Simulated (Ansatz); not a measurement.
Consider the surface energy of the Si(111) slab with 2 Br, the mean of its two faces, with the listed reservoirs for the atoms in excess. Reaction: 2 Br (Cmce) + 12 Si (diamond) → cell A.

Cell A: a slab of Si (diamond, Fd-3m) cut along (111), 14 atoms, hexagonal cell of 3.83 Å (12.7 Å²), symmetry P-3m1 within 0.02 Å, 20.9 Å thick under 16 Å of vacuum, in-plane vectors held at the crystal's; planes from bottom to top: Br | Si × 12 | Br; added, foreign or displaced atoms, above the top plane and below the bottom plane: two times Br bound to 1 Si at 2.24 Å; spin state with PBE: run without spin, k-point mesh 9×9×1.
```
CELL_PARAMETERS angstrom
      3.83326     0.00000     0.00000
     -1.91663     3.31970     0.00000
      0.00000     0.00000    36.85320
ATOMIC_POSITIONS crystal
  Si 0.00000 0.00000 0.27737
  Si 0.33333 0.66667 0.29821
  Si 0.33333 0.66667 0.36199
  Si 0.66667 0.33333 0.38325
  Si 0.66667 0.33333 0.44693
  Si 0.00000 0.00000 0.46816
  Si 0.00000 0.00000 0.53184
  Si 0.33333 0.66667 0.55307
  Si 0.33333 0.66667 0.61675
  Si 0.66667 0.33333 0.63801
  Si 0.66667 0.33333 0.70179
  Si 0.00000 0.00000 0.72263
  Br 0.00000 0.00000 0.78329
  Br 0.00000 0.00000 0.21671
```

Reference: Br (Cmce), 4 atoms in the cell, k-point mesh 10×10×4 on the run's own vectors. Conventional cell: a = 6.988 Å, b = 4.142 Å, c = 8.585 Å, α = 90.00°, β = 90.00°, γ = 90.00°.

Reference: Si (diamond, Fd-3m), 2 atoms in the cell, the relaxed perfect crystal repeated, atoms not moved again, k-point mesh 9×9×9 on the run's own vectors.

Computed with Ansatz (plane waves, PAW), its PAW set soft_1, cutoff 420 eV, 500 eV for r2SCAN. The structures are at rest with PBE+D3(BJ), within the held lattices; other levels are single points on them. HSE06 runs on coarser k-point meshes, mended by the PBE difference between the two meshes. Neutral cells; Fermi-Dirac smearing of at most 0.05 eV in the solids, energies taken to zero width. The lattices are those relaxed with PBE+D3(BJ), so at other levels the solids can be strained, which adds to the spread. A dispersion term (D3(BJ), or D4 for r2SCAN) was computed beside these levels and is taken off wherever the name lacks it. Static lattices, no vibrational contributions. Cells are local rest points, mostly with their start's symmetry. Values are for these cell sizes. Cell A has symmetry P-3m1 within 0.02 Å and got no random move, so less symmetric positions, which may lie lower, weren't tried.

**Question.** Predict the value from PBE.

**Answer.** -1.11 J/m², for 2 Br (Cmce) + 12 Si (diamond) → cell A.

**Question.** What do the other levels give, and how wide is the spread?

**Answer.** 
| Level | value (J/m²) | less PBE |
|---|---|---|
| PBE+D3(BJ) | -0.95 | 0.16 |
| r2SCAN | -1.22 | -0.11 |
| HSE06 | -1.27 | -0.16 |

The levels shown span 0.32 J/m², from HSE06 (-1.27) to PBE+D3(BJ) (-0.95).

Ansatz is a quantum-chemistry and plane-wave program.
